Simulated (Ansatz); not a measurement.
# Na_Li in ferroelectric LiNbO3

The numbers are results of PBE, PAW (plane waves to 420 eV; Ansatz, a first-principles code), not measurements. A 2×2×1 supercell of 120 sites was used; the energies come from a 2×2×2 Γ-centred sampling of its zone. Site at the start: the Li site. Energies of charged states are corrected for periodic images (point charge plus alignment at distant sites). Dielectric constants: PBE linear response of the host. Host gap at this level: 3.53 eV. Finite-size and sampling errors can reach tenths of an eV here. PBE underestimates the host's gap, which shifts levels and can delocalise carriers. Spin–orbit coupling is left out. Each state is the lowest found from its start.

| charge | moment (μB) | point group | largest move off a lattice site (Å) | image correction with alignment (eV) |
|---|---|---|---|---|
| +1* | quenched | – | 0.17 | – |
| 0 | not spin-polarised | C3 | 0.17 | 0.00 |
| −1* | quenched | – | 0.19 | – |

* At this level the carrier isn't localised at the defect: at charge +1 holes occupy the valence band; at charge −1 electrons occupy the conduction band. Such a state is shallow or no state of the defect, and this cell gives it no level.

Point groups are those of the whole cell at tolerances of 0.03 and 0.1 Å ("near" where only the looser one holds); none is given for unsettled states.

Starting moments that weren't kept: charge +1 began with 1 μB and ended with 0.0; charge −1 began with 1 μB and ended with 0.0.

Flagged in the runs: a host whose relaxation on this sampling wasn't shown to rest, a strain field that reaches the edge of the cell.

All states together cost around 5 core-hours (rough).
